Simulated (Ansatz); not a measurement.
The boundary is one mirror-built cell; no search for the lowest one was made.

System: Σ3 (112) symmetric tilt boundary in bcc Nb; relaxed on a coarser mesh with the in-plane cell held.

Input:

```xyz
30
Lattice="2.8676 0.0000 0.0000 0.0000 4.6828 0.0000 0.0000 0.0000 40.6490" Properties=species:S:1:pos:R:3 pbc="T T T"
Nb    -0.0804     0.0000     1.0023
Nb     0.9881     2.3414     2.4110
Nb     1.8879     0.0000     3.7302
Nb    -0.0138     2.3414     5.0767
Nb     0.9559     0.0000     6.4317
Nb     1.9117     2.3414     7.7839
Nb     0.0000     0.0000     9.1362
Nb     0.9559     2.3414    10.4885
Nb     1.9117     0.0000    11.8407
Nb     0.0000     2.3414    13.1930
Nb     0.9559     0.0000    14.5452
Nb     1.9117     2.3414    15.8975
Nb     0.0138     0.0000    17.2525
Nb     0.9797     2.3414    18.5990
Nb     1.8795     0.0000    19.9182
Nb     0.0804     2.3414    21.3268
Nb     1.8795     0.0000    22.7355
Nb     0.9797     2.3414    24.0547
Nb     0.0138     0.0000    25.4012
Nb     1.9117     2.3414    26.7562
Nb     0.9559     0.0000    28.1084
Nb     0.0000     2.3414    29.4607
Nb     1.9117     0.0000    30.8130
Nb     0.9559     2.3414    32.1652
Nb     0.0000     0.0000    33.5175
Nb     1.9117     2.3414    34.8697
Nb     0.9559     0.0000    36.2220
Nb    -0.0138     2.3414    37.5770
Nb     1.8879     0.0000    38.9235
Nb     0.9881     2.3414    40.2427
```

The resistance of the junction is A R = A (h/e²)[1/T − 1/(2N₁) − 1/(2N₂)] a spin, with T the transmission and N₁, N₂ the leads' channels in a cell of area A; the spins conduct in parallel.

Values are means of three energies within 0.05 eV of the Fermi level, on a potential converged at a Fermi-Dirac width of 0.05 eV. Resistances leave out the leads' Sharvin resistance. Spin-orbit coupling is left out.

Problem. Predict the specific resistance of the junction and the share of channels that pass from PBE (Ansatz, a program for electronic structure).

Solution. AR = 0.37 × 10⁻¹⁵ Ω m²; 59 % of the channels of the narrower lead pass.
